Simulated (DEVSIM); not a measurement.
Structure: Schottky contact on n-type Si, at 300 K.

```
layer (left to right)  material  thickness (μm)  Nd (cm⁻³)  τn (s)   τp (s)
---------------------  --------  --------------  ---------  ------  -------
1                            Si           0.640     2.5e16  4.6e-5  0.00014
2                            Si            8.00       2e18  4.6e-5   4.6e-5
```

Left contact: Schottky, work function 4.93 eV, emission velocity 7.2e6 cm/s. Right contact: ohmic. Voltage is applied to the left contact. Recombination: SRH at mid-gap, radiative. Mobility is μmin + (μ − μmin)/(1 + (N/Nref)^α).

Constants are typed, rounded textbook-type inputs, not results; the design itself was drawn at random and stands for no fabricated device. Values at 300 K.

```csv
parameter,Si
gap (eV),1.124
affinity (eV),4.05
permittivity,11.7
Nc (cm⁻³),2.86e19
Nv (cm⁻³),3.1e19
μn (cm²/Vs),1417
μp (cm²/Vs),470
"μn,min",52
"μp,min",45
"Nref,n",9.7e16
"Nref,p",2.2e17
αn,0.68
αp,0.72
B (cm³/s),4.7e-15
```

Simulated with DEVSIM: 1D drift-diffusion, Boltzmann statistics, complete ionisation; no tunnelling, impact ionisation, image-force lowering or self-heating. Metal contacts follow the ideal Schottky-Mott rule: no Fermi-level pinning, no interface dipoles.

Question: Tabulate band edges, carrier densities and field at zero bias.

Answer: Energies count from the Fermi level of the right contact; mesh points crowd at the junctions.

```tsv
x (μm)	Ec (eV)	Ev (eV)	n (cm⁻³)	p (cm⁻³)	field (V/cm)
0.000	0.880	-0.244	47000	2.5e15	-72000
0.02338	0.722	-0.402	2.1e7	5.5e12	-63000
0.06774	0.480	-0.644	2.4e11	4.8e8	-46000
0.1520	0.230	-0.894	3.9e15	29000	-14000
0.3794	0.182	-0.942	2.5e16	4700	≈ 0
0.5150	0.182	-0.942	2.5e16	4600	-160
0.5865	0.175	-0.949	3.3e16	3600	-2800
0.6326	0.127	-0.997	2.1e17	560	-32000
0.6521	0.069	-1.055	2.0e18	< 1e2	-1400
0.6881	0.069	-1.055	2.0e18	< 1e2	≈ 0
0.7598	0.069	-1.055	2.0e18	< 1e2	≈ 0
0.9819	0.069	-1.055	2.0e18	< 1e2	≈ 0
1.345	0.069	-1.055	2.0e18	< 1e2	≈ 0
2.070	0.069	-1.055	2.0e18	< 1e2	≈ 0
4.166	0.069	-1.055	2.0e18	< 1e2	≈ 0
6.289	0.069	-1.055	2.0e18	< 1e2	≈ 0
7.473	0.069	-1.055	2.0e18	< 1e2	≈ 0
8.066	0.069	-1.055	2.0e18	< 1e2	≈ 0
8.429	0.069	-1.055	2.0e18	< 1e2	≈ 0
8.546	0.069	-1.055	2.0e18	< 1e2	≈ 0
8.605	0.069	-1.055	2.0e18	< 1e2	≈ 0
8.640	0.069	-1.055	2.0e18	< 1e2	≈ 0
```
